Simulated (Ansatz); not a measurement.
Phonon-limited electron mobility of C (Fd-3m) in cm²/(V·s), LDA, finite-displacement electron-phonon coupling, linearised Boltzmann equation run with Ansatz (a program for electronic structure). Geometry: relaxed with this functional, without spin-orbit coupling.

```tsv
Condition	μ
150 K	5400
200 K	3300
250 K	?
300 K	1590
350 K	1150
400 K	?
500 K	492
600 K	308
```

Some entries are withheld; supply them.


- 250 K, μ: 2300
- 400 K, μ: 850

What exponent p of μ ∝ T^−p fits 200 to 400 K (along x)?

p ≈ 2.0; acoustic deformation-potential scattering alone gives 1.5.

Scattering by harmonic phonons alone: no impurities, screening or carrier-carrier scattering, bands fixed at 0 K. From a coarser fine mesh the values given move by up to 7 %. The mesh was bound by memory.
